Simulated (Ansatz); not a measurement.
The starting structures come from a database of crystals and need not be the phases stable at ambient conditions.

By PBEsol, the system below comes out a metal.

A figure of merit of an interconnect metal is its ballistic conductance per area.

Here is the system:

```xyz
4
Lattice="4.3601 0.0000 0.0000 -2.1800 3.7759 0.0000 2.1800 1.2586 3.5600" Properties=species:S:1:pos:R:3 pbc="T T T"
Cu     0.0000     2.5173     1.7800
Cu     2.1800     1.2586     0.8900
Cu     2.1800     3.7759     2.6700
Sn     0.0000     0.0000     0.0000
```

Space group of this cell: Fm-3m. The cell is taken as given; by PBEsol its mean pressure is -6.2 GPa.

The current flows along the normal of the first two printed cell vectors, the (111) plane of the conventional cell. No spin-orbit coupling; the value is a mean over 0.1 eV about the Fermi level.

Task: Compute, with PBEsol (Ansatz, a program for electronic structure), the ballistic conductance per area.

Result: 0.72 × 10¹⁵ S/m² for both spins.
